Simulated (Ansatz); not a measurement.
Take MgSe in the rock salt structure (space group Fm-3m, No. 225) as the base.

MgSe has the cubic space group Fm-3m (No. 225), the rock salt structure, Pearson symbol cF8. Cell: a = 5.508 Å, b = 5.508 Å, c = 5.508 Å, α = 90.00°, β = 90.00°, γ = 90.00°. Se on 4a has 6 Mg at 2.754 Å (octahedral). Mg on 4b has 6 Se at 2.754 Å (octahedral). (Neighbours: up to the widest gap in distance over summed covalent radii, below 1.35, at either atom; cation-cation and far metal-metal contacts left out.)
(The calculation used a cell of 2 atoms; values per cell refer to that cell.)

Computed with Ansatz (a quantum-chemistry and plane-wave program), PBE, PAW, cutoff 420 eV, no spin-orbit coupling.

Base values:

| Item | Value |
|---|---|
| Band gap | 1.77 eV |
| Shortest interatomic distance | 2.754 Å |

It is then changed as follows: Ca takes the place of Mg on all its sites; the structure is relaxed again.

Problem. Estimate the effect on the band gap.

Solution. The band gap rises by 0.31 eV to 2.08 eV.

Problem. What does the calculation give for the shortest interatomic distance after the change?

Solution. The shortest interatomic distance goes up by 0.225 Å (2.754 Å → 2.979 Å).

Stability against distortions was not tested.
